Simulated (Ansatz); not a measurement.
Consider a periodic stack without vacuum, rock-salt TiN (1 1 1) on Si0.75Ge0.25, ordered (1 1 1), C on 2 of 4 substrate sites at each interface (film strained to the substrate, started from cuts of the bulks and a machine-learned relaxation; slabs Ge8C4Si28 and N28Ti28, which can lie off the formulas): substrate slab Ge8C4Si28, film N28Ti28, surface cells [[0, 1], [-2, 0]] and [[1, -3], [3, -2]], film strained by -1.5 and -1.5 %, outermost planes Si/GeSi and N/Ti as cut, which need not be the usual terminations and can put a slab off its formula. Its start:

```xyz
96
Lattice="7.8244 0.0000 0.0226 3.9120 6.7760 -0.1706 -3.6714 -2.7085 24.9989" Properties=species:S:1:pos:R:3 pbc="T T T"
Ge     1.6089     2.8652     1.5624
Ge     3.3867     6.4113     1.4275
Ge     5.6887     5.2642     4.4935
Ge     3.7622     1.8033     4.5574
Ge     5.6423     0.9567     7.9391
Ge     7.5869     4.3818     7.9222
Ge     1.6361     3.4113    11.0165
Ge    -0.2317    -0.0844    11.0167
C      5.0390     3.7709    12.8051
C      3.6601     0.9564    13.0564
Si     6.1133     2.8535     1.4855
Si     7.6798     5.8311     1.2047
C      6.2241     1.1167     0.6333
C      7.7145     3.8942     1.0719
Si     3.8697     3.8567     1.0387
Si     1.6873     0.3861     1.1572
Si     9.5629     5.2738     4.6272
Si     7.6492     1.8985     4.7800
Si     1.7443     2.9963     3.9361
Si     3.6498     6.4236     3.8365
Si     7.7060     6.2698     3.5648
Si     5.7710     2.9175     3.8058
Si     1.7596     0.9554     7.8471
Si     3.6943     4.3153     7.6572
Si     5.6484     5.4490     6.9396
Si     3.6913     2.0324     6.9953
Si     7.6318     2.0589     7.1307
Si     9.5538     5.4268     6.9846
Si     5.5631     3.4976    11.0116
Si     3.6690     0.2773    11.2171
Si     5.6244     1.2006    10.3496
Si     7.5191     4.6995    10.3949
Si     3.6347     4.4272     9.9958
Si     1.7268     1.1185    10.2153
Si     1.8087     4.7921    13.8117
Si     0.3922     0.6613    13.8528
Si     2.2363     2.1116    13.7392
Si    -0.0038    -1.5003    13.0549
Si     3.6521    -0.7381    13.9059
Si     4.9467     2.2035    13.7259
N      2.6118     2.5188    15.4057
N      7.6632     3.5321    15.5594
N      4.8216     4.5308    15.6205
N      5.9847    -1.3250    15.5904
N      3.1869    -0.3652    15.5276
N      0.3332     0.6011    15.5552
N      5.3785     1.6850    15.3246
N      4.8348     0.0674    17.9299
N      2.0577     1.0301    17.9102
N      7.0620     1.9813    17.8964
N      4.2756     2.9364    17.8699
N      1.4859     3.9223    17.8539
N      2.6032    -1.8750    18.0187
N     -0.2214    -0.8909    17.9560
N      3.1439     4.3229    20.3198
N      4.2678    -1.4800    20.4847
N      1.4728    -0.5205    20.4363
N      6.5020     0.4595    20.4368
N      3.7140     1.4172    20.4038
N      0.9090     2.3895    20.3669
N      5.9400     3.3629    20.3487
N      5.3794     1.8265    22.9384
N      2.5753     2.7747    22.8461
N      7.5820     3.7669    22.9096
N      0.9340    -2.0585    22.9947
N     -1.8885    -1.0893    22.9529
N      3.1321    -0.1288    22.9639
N      0.3457     0.8629    22.8812
Ti     3.7358     1.3061    16.5691
Ti     0.9234     2.2923    16.5316
Ti     5.9741     3.2589    16.4910
Ti     3.1731     4.1878    16.5189
Ti     4.2710    -1.6320    16.6744
Ti     1.4951    -0.6500    16.6510
Ti     6.4733     0.3693    16.5939
Ti    -1.8828    -1.1930    19.1730
Ti     3.1584    -0.2280    19.1635
Ti     0.3586     0.7444    19.1195
Ti     5.3901     1.7031    19.1147
Ti     2.5970     2.6688    19.0859
Ti     7.6234     3.6373    19.0723
Ti     0.9095    -2.1676    19.1991
Ti     4.2755     3.0609    21.5736
Ti     1.4513     4.0441    21.5508
Ti     2.5922    -1.7729    21.7115
Ti    -0.2051    -0.8009    21.6479
Ti     4.8182     0.1640    21.6700
Ti     2.0234     1.1289    21.6179
Ti     7.0496     2.1194    21.6225
Ti    -1.3204     0.5446    24.0183
Ti     3.6985     1.5032    24.0576
Ti     0.8960     2.5400    24.0278
Ti     5.9020     3.5269    24.1567
Ti    -0.7402    -2.3737    24.0614
Ti     4.2072    -1.3732    24.2581
Ti     1.4500    -0.4244    24.1428
```

The start was prepared with a machine-learned potential, and the result is one local minimum, with the in-plane cell held and forces under 0.04 eV/Å; the film can end far from its bulk form.

Calculation: PBE (plane waves to 420 eV, PAW; Ansatz, a quantum-chemistry and plane-wave program). Spin–orbit coupling is left out; the runs are not spin-polarised; PBE gaps are too small against experiment. Its k-point mesh 4×4×1, Fermi–Dirac width 0.05 eV.

Problem. Predict the relaxed interface.

Solution. 
```
Property                                                                                   Result
--------------------------------------------------------------------------------  ---------------
interface area                                                                            53.0 Å²
period                                                                                    24.60 Å
heights between the nearest atoms of the two slabs at the two interfaces          1.48 and 1.24 Å
Si–Ti contacts across the interfaces within 1.22 times the sum of covalent radii  19, mean 2.94 Å
Ge–Ti contacts across the interfaces within 1.22 times the sum of covalent radii   6, mean 2.90 Å
N–Si contacts across the interfaces within 1.22 times the sum of covalent radii    6, mean 1.75 Å
C–Ti contacts across the interfaces within 1.22 times the sum of covalent radii    4, mean 2.13 Å
```
